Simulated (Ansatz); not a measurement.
The reference is SnS2 in the CdI2 type structure (space group P-3m1, No. 164; layered, stacked along the Cartesian z axis).

```
CELL_PARAMETERS angstrom
      3.62607     0.00000     0.00000
     -1.81304     3.14027     0.00000
      0.00000     0.00000     5.57286
ATOMIC_POSITIONS crystal
  Sn 0.00000 0.00000 0.00000
  S  0.33333 0.66667 0.26445
  S  0.66667 0.33333 0.73555
```

Level of theory: PBEsol-D3(BJ), PAW, 420 eV (Ansatz, an electronic-structure program; scalar-relativistic without spin-orbit coupling).

Base values:

```
Property              Result
-------------------  -------
Band gap             0.96 eV
Smallest direct gap  1.58 eV
```

The change: a free-standing slab of 2 layers (6 atoms, 3 a layer) is cut normal to the stacking axis, with 15 Å of vacuum and the in-plane cell relaxed.

### Question
What happens to the band gap, thickness between the outermost nuclei, excess energy per area of both faces, gap character and smallest direct gap?

### Answer
The band gap goes up by 0.474 eV (0.96 eV → 1.44 eV); the thickness between the outermost nuclei amounts to 8.53 Å; the excess energy per area of both faces (slab less bulk energy over the cell's area: twice a surface energy) amounts to 0.53 J/m²; the gap character amounts to indirect, K–Γ (60 % along) → M; the smallest direct gap increases by 0.11 eV to 1.69 eV.

Slab and bulk use different k-meshes, which limits the precision of the excess energy. Gaps are read on the SCF mesh and a high-symmetry path. No phonon test of stability was made.
